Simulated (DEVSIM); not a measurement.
Structure: GaN p-n junction from an implanted or diffused profile, at 300 K.

```tsv
layer (left to right)	material	thickness (μm)	Nd (cm⁻³)	τn (s)	τp (s)
1	GaN	3.00	8e14	1.3e-8	1.3e-8
```

Added acceptor profile: 3.8e18 cm⁻³ × exp(−(x − 0 μm)²/(2·(0.028 μm)²)). Left contact: ohmic. Right contact: ohmic. Voltage is applied to the left contact. Recombination: SRH at mid-gap, Auger. Mobility is constant in doping.

This is a model device: material constants are rounded textbook-type values typed into the input, and sizes, dopings and lifetimes were drawn at random. Values at 300 K.

```csv
parameter,GaN
gap (eV),3.43
affinity (eV),4.1
permittivity,9.5
Nc (cm⁻³),2.3e18
Nv (cm⁻³),4.6e19
μn (cm²/Vs),1200
μp (cm²/Vs),100
Cn (cm⁶/s),1e-30
Cp (cm⁶/s),1e-30
```

DEVSIM, 1D drift-diffusion, Boltzmann statistics, complete ionisation; no tunnelling, impact ionisation, image-force lowering or self-heating.

The thickness of layer 1 was swept, all else fixed.

```tsv
thickness of layer 1 (μm)	dark forward voltage at 100 A/cm² (V)	dark forward voltage at 1 A/cm² (V)
0.6	3.044	2.867
1	3.067	2.897
1.8	3.088	2.917
3	3.106	2.926
5.1	3.135	2.931
9	3.209	2.934
15	[?]	[?]
```

Complete the blanks.


- 15, dark forward voltage at 100 A/cm² (V): 3.401
- 15, dark forward voltage at 1 A/cm² (V): 2.938
